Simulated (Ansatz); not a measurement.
By LDA, the system below comes out a metal.

The ballistic (Sharvin) conductance counts the channels at the Fermi level: G/A = (e²/h) × channels of both spins per area.

Input:

```
CELL_PARAMETERS angstrom
      3.19860     0.00000     0.00000
     -1.59930     4.15799     0.00000
      1.59930     0.00000     4.15799
ATOMIC_POSITIONS crystal
  Sn 0.75000 0.50000 0.50000
  Sn 0.00000 0.00000 0.00000
```

Space group of this cell: I4_1/amd. The cell is taken as given; by LDA its mean pressure is -2.9 GPa.

The current flows along the normal of the first two printed cell vectors, the (110) plane of the conventional cell. No spin-orbit coupling; the value is a mean over 0.1 eV about the Fermi level.

### Question
Give the ballistic conductance per area that LDA in Ansatz (a quantum-chemistry and plane-wave program) yields.

### Answer
0.96 × 10¹⁵ S/m² for both spins.
